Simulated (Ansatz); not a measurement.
Data:

```
CELL_PARAMETERS angstrom
      0.00000     2.10707     2.10707
      2.10707     0.00000     2.10707
      2.10707     2.10707     0.00000
ATOMIC_POSITIONS crystal
  Mg 0.00000 0.00000 0.00000
  O  0.50000 0.50000 0.50000
```

Computed with PBE, rigid bands (plane waves, PAW, scalar-relativistic; Ansatz, a program for electronic structure). Geometry: cell and atoms relaxed with PBEsol.

Task: Predict the electron conductivity mass (n e² τ/σ) at 300 K, by direction if it differs.

Result: 0.36 mₑ.

Task: Predict the hole conductivity mass (n e² τ/σ) at 300 K, by direction if it differs.

Result: 2.3 mₑ.

Task: And the band gap?

Result: 4.73 eV at this level; semilocal functionals usually fall short of the measured gap.

Rigid bands, one relaxation time for all states, no polarons. Spin-orbit coupling is left out. Geometry: cell and atoms relaxed with PBEsol.
